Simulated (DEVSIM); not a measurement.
Structure: Al/SiO2/n-Si capacitor, at 250 K.

Layer 1 from the left is SiO2, thickness (nm) 21.0. Layer 2 from the left is Si, thickness (nm) 2700, Nd (cm⁻³) 4.4e16.

Metal gate on the left, work function 4.1 eV. Fixed charge at the semiconductor interface -5.8e11 cm⁻² (in units of +e); no interface traps.

The device is made up for the run: typed textbook-type constants, with dimensions and the other settings drawn at random. Values at 300 K; Nc and Nv go as T^1.5, mobilities as T to minus their exponent, the gap by Varshni's rule with the affinity fixed.

SiO2: gap (eV) 9, affinity (eV) 0.9, permittivity 3.9. Si: gap (eV) 1.124, affinity (eV) 4.05, permittivity 11.7, Nc (cm⁻³) 2.86e19, Nv (cm⁻³) 3.1e19, Varshni α (eV/K) 0.000473, Varshni β (K) 636.

Q: Estimate by hand the flat-band voltage, the threshold voltage, and compare with a numerical solution.

A: 
- Flat-band voltage: C = 0.164 μF/cm², work-function difference -0.084 V; VFB = φms − qNf/C = 0.48 V; numerical 0.48 V.
- Threshold voltage: φF = 0.434 V, depletion charge √(4εqNφF) = 1.13e-7 C/cm²; VT = VFB − 2φF − Qd/C = -1.07 V; numerical -1.07 V.

Simulated with DEVSIM: 1D Poisson equation in equilibrium, Boltzmann statistics, complete ionisation; no quantum confinement or tunnelling. Metal contacts follow the ideal Schottky-Mott rule: no Fermi-level pinning, no interface dipoles.
